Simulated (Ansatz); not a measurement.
The reference is MoIr (space group Pmma, No. 51; relaxed with 0.1 eV smearing).

```
CELL_PARAMETERS angstrom
      4.41164     0.00000     0.00000
      0.00000     2.74657     0.00000
      0.00000     0.00000     4.79531
ATOMIC_POSITIONS crystal
  Mo 0.25000 0.00000 0.82931
  Mo 0.75000 0.00000 0.17069
  Ir 0.25000 0.50000 0.32512
  Ir 0.75000 0.50000 0.67488
```

Cartesian axes are those of the cell as printed.

All numbers come from PBEsol (Ansatz, a first-principles code, PAW, without spin-orbit coupling).

Modification: the cell is scaled by 1.0125 in all directions, atoms relaxed at fixed cell.

**Question.** Predict the stress tensor and what it implies for the stiffness.

**Answer.** Stress of the strained cell less that of the base (GPa, compression positive):
```
  -11.9     0.0     0.0
    0.0   -11.5     0.0
    0.0     0.0   -11.2
```

Then B = −ΔP/(ΔV/V₀) with ΔV/V₀ = 0.0380 gives secant stiffness values (nonlinear terms included at this strain): B (at held cell shape, above the free-shape value) ≈ 304 GPa.

As a check, the harmonic strain energy −½ V₀ Δσ:ε is 20 meV/atom; the computed energy rise is 21 meV/atom.

Whether these cells are dynamically stable was not tested. The final runs are not spin-polarised.
